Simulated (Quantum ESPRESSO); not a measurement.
Quantum ESPRESSO is run on Sn₂PdAu (P-3m1, 4 atoms in the cell), and the run fails. The aim is a self-consistent single point with DFT, PBEsol, plane waves, GBRV 1.5 ultrasoft (PBESOL) pseudopotentials.

The input file:

```fortran
&control
  calculation = 'scf'
  prefix = 'sn2pdau'
  outdir = './out'
  pseudo_dir = './'
  verbosity = 'high'
  tprnfor = .true.
  tstress = .true.
/
&system
  ibrav = 0
  nat = 4
  ntyp = 3
  ecutwfc = 40
  ecutrho = 320
  occupations = 'smearing'
  smearing = marzari-vanderbilt
  degauss = 0.0099958
/
&electrons
  conv_thr = 1.0e-11
/
ATOMIC_SPECIES
Sn   118.7100  sn_pbesol_v1.4.uspp.F.UPF
Pd   106.4200  pd_pbesol_v1.4.uspp.F.UPF
Au   196.9666  au_pbesol_v1.uspp.F.UPF
ATOMIC_POSITIONS crystal
Sn    0.3333333333    0.6666666667    0.2354700000
Sn    0.6666666667    0.3333333333    0.7645300000
Pd    0.0000000000    0.0000000000    0.0000000000
Au    0.0000000000    0.0000000000    0.5000000000
K_POINTS automatic
7 7 4  1 1 1
CELL_PARAMETERS angstrom
   4.1630199559     0.0000000000     0.0000000000
  -2.0815099779     3.6052810382     0.0000000000
   0.0000000000     0.0000000000     5.6983000000
```

Log, with long lists cut:

```
     This program is part of the open-source Quantum ESPRESSO suite
     for quantum simulation of materials; please cite

 %%%%%%%%%%%%%%%%%%%%%%%%%%%%%%%%%%%%%%%%%%%%%%%%%%%%%%%%%%%%%%%%%%%%%%%%%%%%%%
     Error in routine  read_namelists (1):
      bad line in namelist &system: "  degauss = 0.0099958" (error could be in the previous line)
 %%%%%%%%%%%%%%%%%%%%%%%%%%%%%%%%%%%%%%%%%%%%%%%%%%%%%%%%%%%%%%%%%%%%%%%%%%%%%%

     stopping ...
```

Problem. Read the log: what does the program object to, and what is the fix?

Solution. The fault is a string without quotes in a namelist. Fortran namelists need character values in quotes. To fix it, quote the value. The program stopped before any SCF iteration.

The sound input it was made from differs as follows (other fixes are possible):
```diff
-  smearing = marzari-vanderbilt
+  smearing = 'marzari-vanderbilt'
```

With that input, the run converged in 15 iterations: free energy E − TS -8589.5203 eV; Fermi level (on the code's own zero) 13.13 eV; pressure -2.25 GPa; largest force (vector length) 0.011 eV/Å (DFT, PBEsol, plane waves, GBRV 1.5 ultrasoft (PBESOL) pseudopotentials).

On the sound input: the starting cell comes from a database of computed structures (which also holds hypothetical and non-ambient phases and stackings), without a prior relaxation at this level. Spin polarisation is off.
